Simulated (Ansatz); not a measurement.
Take C (space group I4/mmm, No. 139; a = 4.356 Å, c = 2.499 Å; a model cell, its experimental status unchecked) as the base. Axes: x, y, z lie along a, b, c of the conventional cell.

The change: uniaxial stress, 2 GPa compression along z; all other stress components relax to zero.

Levels (all Ansatz, a quantum-chemistry and plane-wave program, PAW): PBEsol (420 eV, no spin-orbit coupling); r2SCAN (500 eV, scalar-relativistic without spin-orbit coupling).

The geometry is relaxed with PBEsol.

| Quantity | Value |
|---|---|
| PBEsol pressure | 0.67 GPa |
| PBEsol lowest conduction level above the VBM at special points | N 4.37 eV; Γ 4.42 eV; M 4.72 eV; X 5.13 eV |
| PBEsol gap character | indirect, M → Γ–Z (41 % along) |

With r2SCAN at the same geometry, the pressure goes up by 2.06 GPa (0.67 GPa → 2.73 GPa); the lowest conduction level above the VBM at special points becomes N 4.70 eV; Γ 4.72 eV; M 5.02 eV; X 5.54 eV (PBEsol: N 4.37 eV; Γ 4.42 eV; M 4.72 eV; X 5.13 eV); the gap character remains indirect, M → Γ–Z (41 % along).

Single points use the geometry relaxed with PBEsol. Their cutoffs differ, which shifts pressures a little. Load acts through the strain it causes; cell and atoms are relaxed under it. Stability under load was not tested beyond the relaxation. This is not the structure that C has at room temperature and ambient pressure.
